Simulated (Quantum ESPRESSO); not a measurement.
**A worked fit of the energy against the vacuum, with one run withheld: a (110) slab of Li (cut from a parent of space group no. 229; 3 atoms in the cell)**

```
CELL_PARAMETERS angstrom
      1.75023     2.47521     0.00000
     -1.75023     2.47521     0.00000
      0.00000     0.00000    34.95042
ATOMIC_POSITIONS crystal
  Li 0.00000 0.00000 0.42918
  Li 0.50000 0.50000 0.50000
  Li 0.00000 0.00000 0.57082
```

Level of theory: PBEsol, GBRV 1.5 ultrasoft (PBESOL) pseudopotentials (plane waves; Quantum ESPRESSO 7.5).

Base settings: ecutwfc = 40 Ry; ecutrho = 200 Ry; occupations = smearing; smearing = gauss; degauss = 0.0073499 Ry; mixing_mode = local-TF; potentials = {Li: li_pbesol_v1.4.uspp.F.UPF}; K_POINTS = automatic 8 8 1 0 0 0; conv_thr = 1e-09 Ry; mixing_beta = 0.4.

The last step of the ladder, which sets the zero, is vacuum between outermost atoms (Å) = 30.0.

The starting cell has typed, rounded lattice constants, without a prior relaxation at this level. The slab is cut from that crystal, and its faces are unrelaxed. Its lattice was rescaled by up to half a per cent.

The differences are negative here: closer images bind.

An empirical form: the interaction of two facing surfaces decays exponentially with the gap, by the tails of the wave functions or, on ionic faces, by the in-plane pattern of charges: ln|ΔF| = a + b·d. One k-point is taken across the vacuum.

| vacuum (Å) | size of F less the last step's (meV/atom) | ln of it |
|---|---|---|
| 4.0 | 74.15 | 4.306 |
| 5.0 | 36.69 | 3.603 |
| 6.0 | 17.25 | 2.848 |
| 7.0 | ? | ? |
| 8.0 | 3.33 | 1.203 |

Problem. Fit the line to the 4 rows given and predict the withheld one.

Solution. Means: x̄ = 5.7500, ȳ = 2.9900. Σ(x − x̄)(y − ȳ) = -6.819 and Σ(x − x̄)² = 8.750, so b = -0.7793 and a = ȳ − b·x̄ = 7.4710; the decay length is 1.28 Å. The largest residual of the fitted rows is 0.053. At x = 7.0 the line gives 2.016, that is 7.51 meV/atom. The run gave 7.71 meV/atom, a miss of 0.20 meV/atom (3 %). The table is a window of a longer ladder. The rows were chosen because the form fits them, the withheld one included, so this shows the method and is no test of the form.

Left out of this page: 7 runs of the series outside the window shown, repeating another row's setting, or not comparable.
